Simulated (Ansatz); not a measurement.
**Effective masses and thermopower of Si (Fd-3m)**

Consider the following.

```
Si
1.0
    0.00000     2.71679     2.71679
    2.71679     0.00000     2.71679
    2.71679     2.71679     0.00000
Si
2
Direct
  0.25000   0.25000   0.25000
  0.00000   0.00000   0.00000
```

Computed with HSE06, rigid bands (plane waves, PAW, scalar-relativistic; Ansatz, a program for electronic structure). Cell: cell and atoms relaxed with PBEsol.

The band gap is 1.13 eV. The electron conductivity mass (300 K, dilute) comes out as 0.27 mₑ, the hole conductivity mass (300 K, dilute) is 0.32 mₑ and the effective density of states N_c (300 K) is 2.8e19 cm⁻³. The effective density of states N_v (300 K) is 3.3e19 cm⁻³ and the density-of-states mass, electrons comes out as 1.09 mₑ. The density-of-states mass, holes is 1.20 mₑ, the Seebeck coefficient, n-type 1e19 cm⁻³, 300 K is -304 μV/K and the best n-type power factor at 300 K for τ = 10 fs (best axis; densities from 1e16 to 1e21 cm⁻³ tried, whether or not they can be reached) is 16.3 μW/(cm·K²) at 1e20 cm⁻³. The Seebeck coefficient, p-type 1e19 cm⁻³, 300 K is 316 μV/K and the best p-type power factor at 300 K for τ = 10 fs (best axis; densities from 1e16 to 1e21 cm⁻³ tried, whether or not they can be reached) is 15.9 μW/(cm·K²) at 1e20 cm⁻³.

Rigid bands; masses and Seebeck coefficients take one relaxation time τ for all states and one kind of carrier; polarons and phonon drag are left out. Spin-orbit coupling is left out; where it splits the top of the valence band, N_v and the p-type Seebeck coefficient come out somewhat high without it. Geometry: cell and atoms relaxed with PBEsol.
